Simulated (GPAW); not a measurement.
GPAW is run on CuAu3 (Pm-3m, 4 atoms in the cell), and the run fails. The aim is a self-consistent single point with DFT LDA (Perdew-Wang 92), real-space grid, GPAW PAW datasets LDA (gpaw-data 1.0.1).

Cell that was meant: a = 3.9800 Å, b = 3.9800 Å, c = 3.9800 Å, α = 90.00°, β = 90.00°, γ = 90.00°.

Part of the input:

```python
calc = GPAW(mode='fd',
            h=0.18,
            xc='LDA',
            setups={'Cu': 'sv'},
            kpts=(7, 7, 7),
            occupations={'name': 'methfessel-paxton', 'width': 0.1, 'order': 0},
            nbands=-8,
```

Output, abridged:

```
Input parameters:
  convergence: {forces: 0.001}
  h: 0.18
  kpts: [7 7 7]
  maxiter: 100
  mode: fd
  nbands: -8
  occupations: {name: methfessel-paxton,
                order: 0,
                width: 0.1}
  setups: {Cu: sv}
  symmetry: {symmorphic: False,
             tolerance: 0.0005}

Traceback (most recent call last):
   [... frames left out ...]
FileNotFoundError: Could not find required PAW dataset file "Cu.sv.LDA".

You need to set the GPAW_SETUP_PATH environment variable to point to
the directories where PAW dataset and basis files are stored.  See
https://gpaw.readthedocs.io/install.html#install-paw-datasets
for details.
```

Task: Read the log: what does the program object to, and what is the fix?

Result: The fault is a potential or basis that cannot be found. The input names a file or set that is not where the program looks, or that does not exist under that name. To fix it, correct the name or place the file. The program stopped before any SCF iteration.

An input that runs soundly differs in these lines (not the only fix; some lines may just follow from the change or write a value another way):
```diff
-            setups={'Cu': 'sv'},
```

With that input, the run converged in 32 iterations: free energy E − TS (from the program's reference atoms) -18.0090 eV; Fermi level (on the code's own zero) 9.26 eV (DFT LDA (Perdew-Wang 92), real-space grid, GPAW PAW datasets LDA (gpaw-data 1.0.1)).

On the sound input: the starting cell comes from a database of published, mostly measured structures (it also holds non-ambient and calculated ones), without a prior relaxation at this level. Spin-orbit coupling is off. Spin polarisation is off.
